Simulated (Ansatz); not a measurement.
Input and output of a self-consistent single point for InSe (Cm, 4 atoms in the cell) (Ansatz, an electronic-structure program).

Method: PBEsol, default PAW files made with PBE (plane waves; Ansatz).

The change in words: lattice scaled by 0.98; basis.ecutrho_ratio: default → 8. Reference geometry:
```
InSe
1.0
    5.85553    -2.06492     0.00000
    5.85553     2.06492     0.00000
   -1.73185     0.00000     4.79521
In Se
2 2
Direct
  0.11334   0.11334   0.96359
  0.88820   0.88820   0.04684
  0.33907   0.33907   0.33104
  0.66093   0.66093   0.66896
```

Reference input (self-consistent single point, DFT, PBEsol, plane waves, default PAW files made with PBE): basis.ecutwfc = 420 eV; kpoints.mp_grid.grid = 5 5 3; hamiltonian.xc = pbesol; hamiltonian.pseudopotentials = {kind: paw} (the program's default PAW files); scf.occupations.method = fixed. This run's input differs from it in these lines:

Ansatz 0.2 input:
```diff
@@ -2,12 +2,13 @@
   lattice:
-    - [5.85552700, -2.06492300, 0.00000000]
-    - [5.85552700, 2.06492300, 0.00000000]
-    - [-1.73184800, 0.00000000, 4.79520900]
+    - [5.73841600, -2.02362500, 0.00000000]
+    - [5.73841600, 2.02362500, 0.00000000]
+    - [-1.69721100, 0.00000000, 4.69930500]
   atoms:
-    - { symbol: In, position_ang: [-0.34143194, -0.00000000, 4.62060105] }
-    - { symbol: In, position_ang: [10.32063840, -0.00000000, 0.22460759] }
-    - { symbol: Se, position_ang: [3.39755612, -0.00000000, 1.58740599] }
-    - { symbol: Se, position_ang: [6.58164988, 0.00000000, 3.20780301] }
+    - { symbol: In, position_ang: [-0.33460336, -0.00000000, 4.52818921] }
+    - { symbol: In, position_ang: [10.11422482, -0.00000000, 0.22011545] }
+    - { symbol: Se, position_ang: [3.32960470, 0.00000000, 1.55565793] }
+    - { symbol: Se, position_ang: [6.45001630, 0.00000000, 3.14364707] }
 basis:
   ecutwfc: 420.0
+  ecutrho_ratio: 8
 kpoints:
```

Output (repeated stretches shortened):

```
SCF iter   1: F=—  HF=-21901.061496 eV  |F-HF|=—  |Δ(HF+E_count)|=         —  Δρ=3.52e-3  dr2=1.82e-2  ethr=1.77e-3  ⟨swp⟩=5.0  Hψ=2957  notcnv=0  defer=91
all-band conjugate gradients solve this SCF's bands
preconditioner: auto → Resta (q_TF=auto, 2.455 Å⁻¹)
SCF iter   2: F=—  HF=-21901.054127 eV  |F-HF|=—  |Δ(HF+E_count)|=   7.37e-3  Δρ=1.53e-3  dr2=2.68e-3  ethr=3.15e-5  ⟨swp⟩=2.9  Hψ=1712  notcnv=0  defer=96
   [... lines left out ...]
SCF iter   4: F=—  HF=-21901.053671 eV  |F-HF|=—  |Δ(HF+E_count)|=   3.52e-5  Δρ=1.68e-4  dr2=3.71e-5  ethr=3.82e-7  ⟨swp⟩=2.0  Hψ=963  notcnv=0  defer=94
SCF iter   5: F=—  HF=-21901.053722 eV  |F-HF|=—  |Δ(HF+E_count)|=   5.05e-5  Δρ=3.05e-5  dr2=1.52e-6  ethr=6.40e-8  ⟨swp⟩=2.8  Hψ=1407  notcnv=0  defer=37
SCF iter   6: F=—  HF=-21901.053723 eV  |F-HF|=—  |Δ(HF+E_count)|=   1.19e-6  Δρ=1.03e-5  dr2=1.22e-7  ethr=2.62e-9  ⟨swp⟩=2.0  Hψ=1499  notcnv=0  defer=37
SCF iter   7: F=-21901.053723 eV  HF=-21901.053723 eV  |F-HF|=2.20e-9  |Δ(HF+E_count)|=   5.34e-8  Δρ=3.41e-6  dr2=1.51e-8  ethr=1.72e-10  ⟨swp⟩=9.9  Hψ=4356  notcnv=0
SCF 1 converged in 7 iterations: F = -21901.053723 eV  dr2 = 1.51e-8
Free energy (F): -21901.053723 eV
Internal energy: -21901.053723 eV  (E = F + TS)
E sigma→0 (E₀):  -21901.053723 eV
Fermi energy:    7.575275 eV
--- Forces (eV/Å), atoms counted from 1 ---
  atom   1  In    -0.14449240     0.00000000    -0.19780776
  atom   2  In     0.13089000     0.00000000    -0.08250088
  atom   3  Se     0.07437948     0.00000000     0.55898298
  atom   4  Se    -0.06077400     0.00000000    -0.27868937
--- Stress (GPa, compression-positive) ---
        1.585760       0.000000       0.495748
        0.000000       1.153741       0.000000
        0.495748       0.000000       1.004523
  P = ⅓ Tr σ = 1.2480 GPa (12.480 kbar)
  The stress holds the Pulay correction. Without it, at fixed plane waves, as pw.x and ABINIT print it: P = 1.2167 GPa
```

The run converged in 7 iterations. Against the reference run the free energy goes down by 4.3 meV/atom, the pressure goes from -1.88 to 1.25 GPa, the largest force goes from 0.258 to 0.564 eV/Å and the gap on the mesh goes from 1.343 to 1.434 eV.

The starting cell comes from a database of computed structures (which also holds hypothetical and non-ambient phases and stackings), without a prior relaxation at this level. Its lattice was rescaled by up to half a per cent. One atom was moved a little off its site on purpose. For this run, on top of that: lattice scaled by 0.98. Ansatz's pressure includes its estimate of the finite-basis (Pulay) stress.
